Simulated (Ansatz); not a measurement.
Start from WC (space group P-6m2, No. 187; relaxed with 0.1 eV smearing).

```
WC
1.0
    2.88431     0.00000     0.00000
   -1.44215     2.49788     0.00000
    0.00000     0.00000     2.81153
W C
1 1
Direct
  0.00000   0.00000   0.00000
  0.33333   0.66667   0.50000
```

Cartesian axes are those of the cell as printed.

All numbers come from LDA/PAW in Ansatz (a first-principles code), scalar-relativistic without spin-orbit coupling.

Modification: the cell is stretched by 2.50 % along x with no lateral relaxation; the atoms relax in the strained cell.

### Question
Predict the stress tensor and what it implies for the stiffness.

### Answer
Stress of the strained cell less that of the base (GPa, compression positive):
```
  -17.3     0.0     0.0
    0.0    -6.0     0.0
    0.0     0.0    -4.6
```

Then −Δσ_ii/ε with ε = 0.0250 gives secant stiffness values (nonlinear terms included at this strain): C11 ≈ 694 GPa, C12 ≈ 241 GPa and C13 ≈ 184 GPa.

As a check, the harmonic strain energy −½ V₀ Δσ:ε is 14 meV/atom; the computed energy rise is 14 meV/atom.

Whether these cells are dynamically stable was not tested. The final runs are not spin-polarised.
